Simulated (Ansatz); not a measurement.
The reference is SiS2 in the 2H-MoS2 type structure (space group P6_3/mmc, No. 194; a hypothetical phase, not in the database extracts checked; layered, stacked along the Cartesian z axis).

```
SiS2
1.0
    3.20964     0.00000     0.00000
   -1.60482     2.77963     0.00000
    0.00000     0.00000    11.76702
Si S
2 4
Cartesian
  0.00000   1.85308   2.94175
  1.60482   0.92654   8.82526
  0.00000   1.85308   7.36945
  1.60482   0.92654   1.48594
  1.60482   0.92654   4.39757
  0.00000   1.85308  10.28108
```

Calculations: PBE-D3(BJ), PAW, 420 eV (Ansatz, an electronic-structure program; scalar-relativistic without spin-orbit coupling).

Base values:

- Band gap = zero
- Pressure = 0.0 GPa

Now apply this change: every lattice vector is shortened by 2.63 %, atoms relaxed at fixed cell.

Q: What does the calculation give for the band gap after the change?

A: The band gap is still zero.

Q: What does the calculation give for the largest internal atomic displacement after the change?

A: The largest internal atomic displacement amounts to 0.039 Å.

Q: Predict the new energy relative to the base.

A: The energy grows by 24 meV/atom.

Q: What happens to the pressure?

A: The pressure (mean of the normal stresses, compression positive) goes from zero to 6.1 GPa.

The cells carry an imposed strain or load. Stability against distortions was not tested. The final runs are not spin-polarised. The zero or small gap of SiS2 can change with the level of theory.
